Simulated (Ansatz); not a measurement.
## A computed series for HfO2: pressure series

The parent structure is HfO$_{2}$ (space group Pca2_1, No. 29).

```
CELL_PARAMETERS angstrom
      5.24666     0.00000     0.00000
      0.00000     5.03039     0.00000
      0.00000     0.00000     5.05948
ATOMIC_POSITIONS crystal
  Hf 0.03251 0.26703 0.24859
  Hf 0.96749 0.73297 0.74859
  Hf 0.53251 0.73297 0.24859
  Hf 0.46749 0.26703 0.74859
  O  0.36704 0.07000 0.10889
  O  0.63296 0.93000 0.60889
  O  0.86704 0.93000 0.10889
  O  0.13296 0.07000 0.60889
  O  0.23215 0.53889 0.99852
  O  0.76785 0.46111 0.49852
  O  0.73215 0.46111 0.99852
  O  0.26785 0.53889 0.49852
```

Cell and atoms are relaxed at each pressure.

Method: Ansatz (a program for electronic structure), r2SCAN, PAW, cutoff 500 eV, no SOC.

```csv
change,gap character,band gap,density
base,"indirect, Γ → k = (0.200, 0.400, 0.400) in the run's primitive reciprocal basis",4.97 eV,10.47 g/cm³
pressure −2 GPa,"indirect, Γ → k = (0.200, 0.400, 0.400) in the run's primitive reciprocal basis",4.95 eV,10.37 g/cm³
pressure −1 GPa,"indirect, Γ → k = (0.200, 0.400, 0.400) in the run's primitive reciprocal basis",4.96 eV,10.42 g/cm³
pressure 1.8 GPa,"indirect, Γ → k = (0.200, 0.400, 0.400) in the run's primitive reciprocal basis",4.99 eV,10.55 g/cm³
pressure 4.2 GPa,"indirect, Γ → k = (0.200, 0.400, 0.400) in the run's primitive reciprocal basis",5.02 eV,10.66 g/cm³
pressure 18 GPa,"indirect, Γ → Y",5.23 eV,11.24 g/cm³
pressure 30 GPa,direct at Y,5.24 eV,11.77 g/cm³
pressure 45 GPa,direct at X,4.18 eV,12.54 g/cm³
pressure 60 GPa,direct at X,3.98 eV,12.99 g/cm³
```

With Hf present, leaving out spin-orbit coupling can change the band edges. Load acts through the strain it causes; cell and atoms are relaxed under it. Stability against distortions was not tested. No other phases were tried under pressure. Along this pressure series the structure jumps between pressure 30 GPa and pressure 45 GPa; cells beyond that are another form of it. This is not the structure that HfO2 has at room temperature and ambient pressure. Labels are those of the standard path for the cell's own space group.
